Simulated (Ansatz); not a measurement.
For W2C (model structure, started from the CdI2 type, P-3m1, No. 164, 3 atoms in the cell), PBE (plane waves, PAW; Ansatz, a program for electronic structure) gives:

lattice constant a: 3.061 Å
lattice parameter c: 4.678 Å

What does PBE-D3(BJ) (Ansatz, plane waves, PAW) give for the same quantities?


- lattice constant a: 3.034 Å (falls by 0.9 %)
- lattice parameter c: 4.657 Å (shrinks by 0.4 %)

Changes are worked out from the printed values.

Unless a cell is named, each level is at its own relaxed cell (PBE 12.65, PBE-D3(BJ) 12.38 Å³/atom).

Levels without +SOC leave out spin–orbit coupling, which shifts energies and cells of such heavy elements.

Ansatz's density-functional and Hartree–Fock values are scalar-relativistic unless marked +SOC, with PAW data made under PBE.

A model structure was made by putting elements into a prototype or built by hand; it is no filed structure, need not be a known phase, and can be a saddle point held by its symmetry.
